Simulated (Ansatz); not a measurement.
Consider SnSe₂ in the 2H-MoS2 type structure (space group P6_3/mmc, No. 194; a = 3.770 Å, c = 11.292 Å; a hypothetical phase, not in the database extracts checked; layered, stacked along the Cartesian z axis).

Level of theory: Ansatz (a program for electronic structure) PBEsol-D3(BJ), without spin-orbit coupling.

Modification: a free-standing slab of 3 layers (9 atoms, 3 a layer) is cut normal to the stacking axis, with 15 Å of vacuum and the in-plane cell relaxed.

### Question
What does the calculation give for the thickness between the outermost nuclei and excess energy per area of both faces after the change?

### Answer
The thickness between the outermost nuclei is 14.65 Å; the excess energy per area of both faces (slab less bulk energy over the cell's area: twice a surface energy) amounts to 0.9 J/m² (uncertain by up to 0.1 J/m²).

Slab and bulk use different k-meshes, which limits the precision of the excess energy. Stability against distortions was not tested. All final runs are without spin polarisation.
